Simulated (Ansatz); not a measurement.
```
CELL_PARAMETERS angstrom
      5.24262     0.00076     0.07093
      0.00053     3.21764    -0.07381
      1.67450    -2.22480    26.32949
ATOMIC_POSITIONS crystal
  Ga 0.52666 0.43878 0.06746
  Ga 0.04300 0.92525 0.03285
  N  0.90400 0.45657 0.06949
  N  0.41597 0.90718 0.03341
  Ga 0.48910 0.03828 0.17445
  Ga 0.00312 0.51217 0.13983
  N  0.86545 0.04302 0.17542
  N  0.37920 0.50698 0.13971
  Ga 0.44900 0.63331 0.28067
  Ga 0.96237 0.10372 0.24576
  N  0.82543 0.63516 0.28165
  N  0.33897 0.10247 0.24588
  Ga 0.40961 0.22705 0.38661
  Ga 0.92182 0.69698 0.35207
  N  0.78465 0.22867 0.38810
  N  0.29855 0.69651 0.35198
  Ga 0.34911 0.82247 0.49488
  Ga 0.87916 0.29116 0.45883
  N  0.74743 0.82191 0.49371
  N  0.25383 0.28955 0.45751
  Ni 0.72425 0.97206 0.66528
  Ni 0.23131 0.95339 0.64313
  Ni 0.34580 0.39242 0.57327
  Ni 0.70305 0.54874 0.75005
  Si 0.66778 0.88259 0.56228
  Si 0.02505 0.02517 0.72377
  Si 0.40560 0.49492 0.69055
  Si 0.93493 0.42465 0.61138
  Ni 0.63663 0.17472 0.88497
  Ni 0.14749 0.13661 0.86018
  Ni 0.19218 0.57013 0.77580
  Ni 0.61743 0.78881 0.96745
  Si 0.49274 0.09412 0.80168
  Si 0.92751 0.26108 0.94520
  Si 0.31415 0.68295 0.91280
  Si 0.84620 0.62332 0.83438
```

The first 20 atoms are the substrate (GaN-wz), the rest the film (NiSi).

Level of theory: PBE (plane waves to 420 eV, PAW; Ansatz, a program for electronic structure). Scalar-relativistic, without spin–orbit coupling; the runs are not spin-polarised; PBE gaps are too small against experiment. Its k-point mesh 6×10×1, Fermi–Dirac width 0.05 eV.

**Question.** Describe the bonding at the interfaces and give the barriers.

**Answer.** A periodic stack without vacuum, MnP-type NiSi (0 0 1) on wurtzite GaN (1 0 0) (film strained to the substrate, faces as cut): substrate slab Ga10N10, film Ni8Si8, surface cells [[0, 1], [-1, 0]] and [[1, 0], [0, 1]], film strained by -4.3 and +1.3 %, faces GaN/GaN and Ni/Ni as cut (like faces can put a slab off its formula).
```
Quantity                                                                                    Value
--------------------------------------------------------------------------------  ---------------
interface area                                                                            16.9 Å²
period                                                                                    26.25 Å
gaps between the outermost planes at the two interfaces                           1.77 and 1.72 Å
Ga–Ni contacts across the interfaces within 1.22 times the sum of covalent radii   4, mean 2.79 Å
Ga–Si contacts across the interfaces within 1.22 times the sum of covalent radii   2, mean 2.65 Å
N–Ni contacts across the interfaces within 1.22 times the sum of covalent radii    1, mean 1.97 Å
N–Si contacts across the interfaces within 1.22 times the sum of covalent radii    1, mean 1.82 Å
hole barrier (PBE, at the middle of a substrate layer that carries a field)               1.29 eV
electron barrier (PBE, at the middle of a substrate layer that carries a field)           0.42 eV
slope of the mean potential energy in the substrate                                -5.1 MV/cm × e
```
